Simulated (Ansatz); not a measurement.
## A computed series for SnSe2: pressure series

The parent structure is SnSe$_{2}$ in the CdI2 type structure (space group P-3m1, No. 164; layered, stacked along the Cartesian z axis).

```
CELL_PARAMETERS angstrom
      3.84028     0.00000     0.00000
     -1.92014     3.32578     0.00000
      0.00000     0.00000     6.00569
ATOMIC_POSITIONS crystal
  Sn 0.00000 0.00000 0.00000
  Se 0.33333 0.66667 0.26533
  Se 0.66667 0.33333 0.73467
```

Cell and atoms are relaxed at each pressure.

Calculations: PBE-D3(BJ) in Ansatz (plane waves to 420 eV, PAW, scalar-relativistic without spin-orbit coupling).

Notes on the quantities. enthalpy: H = E + PV relative to the base's energy.

```csv
case,density,enthalpy
base,5.99 g/cm³,–
pressure −1 GPa,5.72 g/cm³,-0.16 eV/atom
pressure 0.9 GPa,6.16 g/cm³,+0.14 eV/atom
pressure 2.1 GPa,6.34 g/cm³,+0.33 eV/atom
pressure 4.5 GPa,6.64 g/cm³,+0.68 eV/atom
pressure 9 GPa,7.05 g/cm³,+1.31 eV/atom
pressure 15 GPa,7.46 g/cm³,+2.10 eV/atom
pressure 22.5 GPa,…,+3.03 eV/atom
pressure 30 GPa,8.28 g/cm³,+3.92 eV/atom
```

Fill in the withheld entries from the trend.


- pressure 22.5 GPa, density: 7.90 g/cm³

A case with no gap was solved on a k-mesh chosen for an insulator, which is coarse for it. Load acts through the strain it causes; cell and atoms are relaxed under it. Whether these cells are dynamically stable was not tested. No other phases were tried under pressure. The final runs are not spin-polarised.

Ansatz is an electronic-structure program.
